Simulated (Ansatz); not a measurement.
**What tensor shear ε_xy = +1.43 % does to CdS**

Take CdS in the zinc blende structure (space group F-43m, No. 216; a = 5.757 Å) as the base. Axes: x, y, z lie along the cube axes.

The change: tensor shear ε_xy = +1.43 % (engineering shear γ = 0.0286), atoms relaxed at fixed cell.

Level of theory: plane-wave PAW DFT at the LDA level (Ansatz, a quantum-chemistry and plane-wave program, 420 eV), without spin-orbit coupling. k-mesh 10×10×10 (Γ-centred); smearing 0.05 eV (Fermi–Dirac).

The volume per atom hardly moves (23.85 Å³ against 23.84 Å³) and the space group becomes Imm2 (No. 44) (base: F-43m (No. 216)). The shortest interatomic distance is nearly the same (2.493 Å against 2.491 Å) and the energy rises by 1.7 meV/atom. The pressure (mean of the normal stresses, compression positive) stays essentially unchanged (0.00 GPa against -0.02 GPa) and the band gap falls by 0.063 eV (0.95 eV → 0.88 eV). The gap character stays direct at Γ and the electron mass remains 0.10 mₑ (at Γ). The valence-band top at Γ (three highest levels, from the VBM) becomes 0.00, -0.06, -0.11 eV (base: 0.00, 0.00, 0.00 eV) and the largest internal atomic displacement comes out as 0.019 Å. The stress (xx, yy, zz, yz, xz, xy; compression positive) amounts to (-0.02, -0.02, -0.02, 0.00, 0.00, -0.80) GPa.

Final structure:

```yaml
crystal:
  lattice:
    - [0.04116, 2.87831, 2.87831]
    - [2.87831, 0.04116, 2.87831]
    - [2.91947, 2.91947, 0.00000]
  atoms:
    - { symbol: Cd, position: [0.00327, 0.00327, 0.99673] }
    - { symbol: S, position: [0.24673, 0.24673, 0.25327] }
```

Cost of the whole job for the changed cell (relaxation, final SCF and bands): very roughly 60 core-seconds.

The cells carry an imposed strain or load. Effective masses come from finite differences of ±0.01 Å⁻¹. Whether these cells are dynamically stable was not tested. k-point labels follow each cell's own Brillouin zone.
